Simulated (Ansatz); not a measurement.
**Worked example: self-consistent single point of CaSiAu (P-6m2, 3 atoms in the cell) in Ansatz (a quantum-chemistry and plane-wave program)**

Method of the run: LDA (PW92), default PAW files made with PBE (plane waves; Ansatz).

The input file:

Ansatz 0.2 input:
```yaml
crystal:
  lattice:
    - [4.305952, 0.000000, 0.000000]
    - [-2.152976, 3.729064, 0.000000]
    - [0.000000, 0.000000, 3.922788]
  atoms:
    - { symbol: Ca, position: [0.000000, 0.000000, 0.000000] }
    - { symbol: Si, position: [0.666667, 0.333333, 0.500000] }
    - { symbol: Au, position: [0.333333, 0.666667, 0.500000] }
basis:
  ecutwfc: 420.0
kpoints:
  mp_grid:
    grid: [9, 9, 9]
hamiltonian:
  xc: lda
  pseudopotentials:
    kind: paw
scf:
  occupations:
    method: fermi_dirac
    width: 0.1
output:
  forces: true
  eigenvalues: true
  stress: true
```

Output, abridged:

```
WARN the atoms were moved onto the symmetric positions of the space group found under crystal.symmetry.tolerance 1.0e-5 (fractional …
WARN ansatz: RAYON_NUM_THREADS=1 ignored (pool sized by the plan → 1); use --threads N
Pseudopotentials: kind: paw
Pseudopotential: Ca, paw, valence charge 10
Pseudopotential: Si, paw, valence charge 4
Pseudopotential: Au, paw, valence charge 19
Crystal: 3 atoms, lattice volume = 62.989 Å³
Basis set: ecut = 420 eV, 1207 PW (Γ)
Bands: 21, of which v1, the nominal top of the filled ones, is band 17 counted from 1 (16 counted from 0)
Symmetry: 12 space group operations
Space group: P-6m2 (ITA 187), of the structure as read, at distance tolerance 4.0e-5 Å
k-points: 60 of 729 (time reversal used)
PAW frozen core: Ca, regenerated for the run's functional, and the local potential with it
PAW frozen core: Si, regenerated for the run's functional, and the local potential with it
PAW frozen core: Au, regenerated for the run's functional, and the local potential with it
Initial density: superposition of atomic densities (neutral atoms: chi_scale 0, normalization atom), corrected by the library's trained network
Initial wavefunctions: pseudopotential atomic-orbital guess
Eigensolver: davidson
Functional: x = slater, c = lda
SCF iter   1: F=—  HF=-15248.393159 eV  |F-HF|=—  |Δ(HF+E_count)|=         —  Δρ=5.22e-3  dr2=1.08e-2  ethr=1.77e-3  ⟨swp⟩=6.5  Hψ=6622  notcnv=0
all-band conjugate gradients solve this SCF's bands
preconditioner: auto → Kerker (q_TF=auto, 2.450 Å⁻¹)
SCF iter   2: F=—  HF=-15248.391914 eV  |F-HF|=—  |Δ(HF+E_count)|=   1.25e-3  Δρ=2.99e-3  dr2=4.37e-3  ethr=3.28e-5  ⟨swp⟩=1.5  Hψ=1822  notcnv=0
SCF iter   3: F=—  HF=-15248.391227 eV  |F-HF|=—  |Δ(HF+E_count)|=   6.87e-4  Δρ=9.31e-4  dr2=7.28e-4  ethr=1.32e-5  ⟨swp⟩=2.0  Hψ=2007  notcnv=0
SCF iter   4: F=—  HF=-15248.391084 eV  |F-HF|=—  |Δ(HF+E_count)|=   1.43e-4  Δρ=2.61e-4  dr2=4.95e-5  ethr=2.21e-6  ⟨swp⟩=2.3  Hψ=1889  notcnv=0
SCF iter   5: F=—  HF=-15248.391074 eV  |F-HF|=—  |Δ(HF+E_count)|=   9.38e-6  Δρ=7.98e-5  dr2=7.15e-6  ethr=1.50e-7  ⟨swp⟩=1.1  Hψ=1276  notcnv=0
SCF iter   6: F=—  HF=-15248.391073 eV  |F-HF|=—  |Δ(HF+E_count)|=   1.33e-6  Δρ=2.60e-5  dr2=6.65e-7  ethr=2.17e-8  ⟨swp⟩=2.5  Hψ=1814  notcnv=0
SCF iter   7: F=-15248.391073 eV  HF=-15248.391073 eV  |F-HF|=3.68e-8  |Δ(HF+E_count)|=   1.44e-7  Δρ=7.27e-6  dr2=5.07e-8  ethr=3.03e-10  ⟨swp⟩=6.1  Hψ=5818  notcnv=0
SCF 1 converged in 7 iterations: F = -15248.391073 eV  dr2 = 5.07e-8
SCF converged after 7 iterations
Free energy (F): -15248.391073 eV
Harris-Foulkes:  -15248.391073 eV  (|F-HF|=3.68e-8)
Internal energy: -15248.341775 eV  (E = F + TS)
E sigma→0 (E₀):  -15248.366424 eV
Entropy (-TS):   -0.049297 eV (-16.432 meV/atom)
Fermi energy:    10.966489 eV
--- Per-component energies (eV) ---
  E_band       = -487.184550
  E_kinetic    = 923.212444
  E_local      = -3424.338793  (includes V_loc(G=0)·N_el)
  E_nonlocal   = 171.004761
  E_hartree    = 1385.434620
  E_xc         = -418.341093
  E_vxc        = -494.254806  (∫ρ·V_xc dr)
  E_paw        = -10723.880552  (= ΣΔE_a)
  E_vpaw       = -433.665346  (= ΣTr[D̂ρ^β])
  E_aug_tail   = 0.001278  (compensation charges beyond the density's cutoff)
  E_ewald      = -3162.324654
  E_core_change = 0.890214  (= ΣΔE_core)
  E_smearing   = -0.049297  (= −TS)
  E_closure    = 0.000000  (closes the sum)
  Σ components = -15248.391073   (vs F -15248.391073, Δ=0.00e0)
--- Forces (eV/Å), atoms counted from 1 ---
  atom   1  Ca     0.00000000     0.00000000     0.00000000
   [... zero for the other atoms too ...]
  max |Σ_I F_I| component: 4.39e-16 eV/Å
--- Stress (GPa, compression-positive) ---
       -3.889029       0.000000       0.000000
        0.000000      -3.889029       0.000000
        0.000000       0.000000      -2.615348
  P = ⅓ Tr σ = -3.4645 GPa (-34.645 kbar)
  The stress holds the Pulay correction. Without it, at fixed plane waves, as pw.x and ABINIT print it: P = -3.4887 GPa
--- Band table (eV; the first three rows and the last of 60) ---
  k-point 0: bands = ["-95.5559", "-46.8969", "-46.8969", "-46.7418", "-29.3472", "-10.6202", "-10.6202", "-10.5977", "1.0771", "5.0171", "5.0171", "5.7322", "6.2795", "6.2795", "11.2952", "11.4844", "11.4844", "11.8405", "13.6704", "15.0062", "15.0062"]
  k-point 1: bands = ["-95.5559", "-46.8969", "-46.8969", "-46.7420", "-29.3465", "-10.6191", "-10.6191", "-10.6107", "1.1599", "5.0110", "5.0110", "5.8017", "6.2504", "6.2504", "10.5816", "11.5975", "11.5975", "12.0791", "13.9595", "14.6163", "14.6163"]
  k-point 2: bands = ["-95.5559", "-46.8969", "-46.8969", "-46.7425", "-29.3447", "-10.6435", "-10.6161", "-10.6161", "1.3826", "4.9972", "4.9972", "6.0005", "6.1762", "6.1762", "9.3969", "11.9239", "11.9239", "12.4788", "14.1454", "14.1454", "14.4357"]
  k-point 59: bands = ["-95.5559", "-46.8974", "-46.8973", "-46.7433", "-29.3383", "-10.6815", "-10.6502", "-10.6434", "3.0745", "5.2163", "5.6283", "5.6957", "5.8539", "7.1770", "7.2697", "8.6607", "9.9798", "11.0225", "15.1064", "15.6288", "15.6512"]
```

The run converged in 7 iterations.

The starting cell comes from a database of computed structures (which also holds hypothetical and non-ambient phases and stackings), without a prior relaxation at this level. Its lattice was rescaled by up to half a per cent. Spin-orbit coupling is off. With a pressure of about -3 GPa the cell is away from its equilibrium volume at this level. Ansatz's pressure includes its estimate of the finite-basis (Pulay) stress.
